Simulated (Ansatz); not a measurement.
Results of r²SCAN+rVV10 (plane waves, PAW; Ansatz, a first-principles code) for ErAg₂ (I4/mmm, No. 139).

Settings: plane-wave cutoff 560 eV, 22×22×22 k mesh, Fermi–Dirac smearing 0.05 eV, spin-polarised with parallel moments, scalar-relativistic PAW data made under PBE.

Computed at the level's own relaxed cell.

What does this level give for the lattice constant a and lattice parameter c?


lattice constant a: 3.654 Å
lattice parameter c: 9.184 Å

Note: the magnetic order was assumed, not searched for or taken from measurement; the 4f shell is treated without U or exact exchange, so its levels and filling can be wrong.

Spin–orbit coupling is not included.

The computed numbers hold no vibrational or temperature effects.
